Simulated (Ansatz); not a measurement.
Start from BiB in the zinc blende structure (space group F-43m, No. 216; a = 5.457 Å; a hypothetical phase, not in the database extracts checked).

The change: a fraction x = 0.667 of the Bi sites is given to P, ordered in a cell of 6 atoms (starting symmetry I-4m2) and fully relaxed.

The other end (x = 1) is BP in the zinc blende structure (space group F-43m, No. 216): 11.54 Å³/atom, gap 1.11 eV.

Levels (all Ansatz, a program for electronic structure, PAW, earlier PAW set): PBEsol (420 eV, spin-orbit coupling left out); PBEsol+SOC (420 eV, spin-orbit coupling included).

The geometry is relaxed with PBEsol.

- PBEsol pressure: 0.0 GPa

**Question.** Predict the pressure from PBEsol+SOC.

**Answer.** The pressure goes from zero to -0.2 GPa.

Single points use the geometry relaxed with PBEsol. Differences between runs with and without spin-orbit coupling are approximate. Each cell is one ordered arrangement of few atoms, which overstates ordering effects compared with a random alloy. With Bi present, leaving out spin-orbit coupling can change the band edges. Whether these cells are dynamically stable was not tested. The runs without spin-orbit coupling are not spin-polarised. A zero or small gap of BiB3P2 can be the functional's error rather than a property of the material.
